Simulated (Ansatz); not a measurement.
## Al2Cu under a change: pressure 7.5 GPa

Take Al₂Cu (space group I4/mcm, No. 140; a = 6.059 Å, c = 4.874 Å) as the base.

The change: a hydrostatic pressure of 7.5 GPa.

Computed with PBE, PAW, 420 eV (Ansatz, a program for electronic structure; no SOC), earlier PAW set. Settings: 12×12×12 k-points, 0.05 eV Fermi–Dirac smearing.

| quantity | base | changed | shift |
|---|---|---|---|
| density | 4.36 g/cm³ | 4.65 g/cm³ | +0.29 g/cm³ |
| lattice parameter a | 6.059 Å | 5.934 Å | -0.125 Å |
| c/a ratio | 0.804 | 0.803 | -0.0018 |
| shortest interatomic distance | 2.437 Å | 2.381 Å | -0.056 Å |
| enthalpy H = E + PV relative to the base's energy | – | +0.67 eV/atom | – |
| band gap | zero | zero | – |

Final structure:

```xyz
6
Lattice="-2.9670 2.9670 2.3811 2.9670 -2.9670 2.3811 2.9670 2.9670 -2.3811" Properties=species:S:1:pos:R:3 pbc="T T T"
Al     0.9361     3.9030     0.0000
Al     0.9361     2.0309     2.3811
Al     2.0309     0.9361     0.0000
Al     2.0309    -0.9361     2.3811
Cu     0.0000     0.0000     1.1906
Cu     0.0000     0.0000     3.5717
```

Cost of the whole job for the changed cell (relaxation, final SCF and bands): roughly 70 core-seconds.

Load acts through the strain it causes; cell and atoms are relaxed under it. No phonon test of stability was made. Competing high-pressure phases were not computed. The final runs are not spin-polarised.
